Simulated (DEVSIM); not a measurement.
System: abrupt Si n-p junction, at 300 K.

```
layer (left to right)  material  thickness (μm)  Nd (cm⁻³)  Na (cm⁻³)   τn (s)   τp (s)
---------------------  --------  --------------  ---------  ---------  -------  -------
1                            Si           0.150     4.7e18          -  0.00013  0.00013
2                            Si           0.580          -     5.4e15  0.00013  0.00013
```

Left contact: ohmic. Right contact: ohmic. Voltage is applied to the left contact. Recombination: SRH at mid-gap, radiative. Mobility is μmin + (μ − μmin)/(1 + (N/Nref)^α).

The device is made up for the run: typed textbook-type constants, with dimensions and the other settings drawn at random. Values at 300 K.

| parameter | Si |
|---|---|
| gap (eV) | 1.124 |
| affinity (eV) | 4.05 |
| permittivity | 11.7 |
| Nc (cm⁻³) | 2.86e19 |
| Nv (cm⁻³) | 3.1e19 |
| μn (cm²/Vs) | 1417 |
| μp (cm²/Vs) | 470 |
| μn,min | 52 |
| μp,min | 45 |
| Nref,n | 9.7e16 |
| Nref,p | 2.2e17 |
| αn | 0.68 |
| αp | 0.72 |
| B (cm³/s) | 4.7e-15 |

Simulated with DEVSIM: 1D drift-diffusion, Boltzmann statistics, complete ionisation; no tunnelling, impact ionisation, image-force lowering or self-heating.

The thickness of layer 2 was swept, all else fixed.

```csv
thickness of layer 2 (μm),dark forward voltage at 1 A/cm² (V),dark forward voltage at 100 A/cm² (V),largest field in the device at zero bias (V/cm)
0.12,0.413,0.547,130000
0.2,0.436,0.576,130000
0.35,0.476,0.612,120000
0.58,0.506,0.634,120000
0.99,0.526,0.653,120000
1.7,0.543,0.671,120000
2.9,0.559,0.689,120000
```

From the first row to the last the dark forward voltage at 1 A/cm² goes from 0.413 to 0.559. From the first row to the last the dark forward voltage at 100 A/cm² goes from 0.547 to 0.689.
